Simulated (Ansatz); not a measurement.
The reference is GaP in the zinc blende structure (space group F-43m, No. 216; a = 5.506 Å).

The values are results of Ansatz (a quantum-chemistry and plane-wave program), PBE, PAW, cutoff 420 eV, no spin-orbit coupling, not measurements.

Before the change:

| Item | Value |
|---|---|
| Pressure | 0.01 GPa |
| Valley order | Γ 1.58 eV; L along ⟨111⟩ 1.58 eV; a point along ⟨100⟩, about 1.0 Å⁻¹ from Γ 1.64 eV |
| Electron mass | 0.10 mₑ (at Γ) |

One thing is altered: an isotropic linear strain of +0.50 %; the atoms relax in the strained cell.

Q: What does the calculation give for the pressure after the change?

A: The pressure drops by 1.11 GPa (0.01 GPa → -1.10 GPa).

Q: How does this affect the valley order?

A: The valley order (the lowest conduction-band minima on the path, energy above the VBM, named in the base's zone) goes from Γ 1.58 eV; L along ⟨111⟩ 1.58 eV; a point along ⟨100⟩, about 1.0 Å⁻¹ from Γ 1.64 eV to Γ 1.46 eV; L along ⟨111⟩ 1.54 eV; a point along ⟨100⟩, about 1.0 Å⁻¹ from Γ 1.67 eV.

Q: How does this affect the electron mass?

A: The electron mass goes from 0.10 mₑ (at Γ) to 0.094 mₑ (at Γ).

Masses are band curvatures over ±0.01 Å⁻¹ around the edge. Gaps are read on the SCF mesh and a high-symmetry path. Whether these cells are dynamically stable was not tested.
